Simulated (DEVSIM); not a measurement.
Device: Ni/Si3N4/SiO2/p-Si capacitor, at 300 K.

| layer (left to right) | material | thickness (nm) | Na (cm⁻³) |
|---|---|---|---|
| 1 | Si3N4 | 4.40 | - |
| 2 | SiO2 | 0.690 | - |
| 3 | Si | 1100 | 2.6e17 |

Metal gate on the left, work function 5.1 eV. Fixed charge at the semiconductor interface 0 cm⁻² (in units of +e); interface traps 1.2e11 cm⁻² eV⁻¹, uniform in energy, neutral level at 0.5 of the gap above the valence band.

The device is made up for the run: typed textbook-type constants, with dimensions and the other settings drawn at random. Values at 300 K.

```csv
parameter,Si3N4,SiO2,Si
gap (eV),5.1,9,1.124
affinity (eV),2.1,0.9,4.05
permittivity,7.5,3.9,11.7
Nc (cm⁻³),-,-,2.86e19
Nv (cm⁻³),-,-,3.1e19
```

DEVSIM, 1D Poisson equation in equilibrium, Boltzmann statistics, complete ionisation; no quantum confinement or tunnelling. Metal contacts follow the ideal Schottky-Mott rule: no Fermi-level pinning, no interface dipoles.

Base results: threshold voltage (band bending 2φF) (V) 1.17; flat-band voltage (V) 0.04; minimum of the low-frequency capacitance (μF/cm²) 0.167; capacitance of the dielectric stack (μF/cm²) 1.16.

Task: What follows from this one change: substrate doping 2.6e+17 → 5.2e+17 cm^-3?

Result: threshold voltage (band bending 2φF) 1.17 → 1.30 V; flat-band voltage 0.04 → 0.02 V; minimum of the low-frequency capacitance 0.167 → 0.214 μF/cm²; capacitance of the dielectric stack little changed (1.16 μF/cm²).

Task: What follows from this one change: fixed charge 0 → -1.5e+12 cm^-2?

Result: threshold voltage (band bending 2φF) 1.17 → 1.38 V; flat-band voltage 0.04 → 0.25 V; minimum of the low-frequency capacitance little changed (0.167 μF/cm²); capacitance of the dielectric stack little changed (1.16 μF/cm²).

Task: What follows from this one change: Si3N4 thickness 0.0044 → 0.0024 μm?

Result: threshold voltage (band bending 2φF) 1.17 → 1.09 V; flat-band voltage little changed (0.05 V); minimum of the low-frequency capacitance 0.167 → 0.175 μF/cm²; capacitance of the dielectric stack 1.16 → 1.78 μF/cm².

Task: What follows from this one change: interface trap density 1.2e+11 → 2e+12 cm^-2 eV^-1?

Result: threshold voltage (band bending 2φF) 1.17 → 1.29 V; flat-band voltage 0.04 → -0.07 V; minimum of the low-frequency capacitance 0.167 → 0.347 μF/cm²; capacitance of the dielectric stack little changed (1.16 μF/cm²).
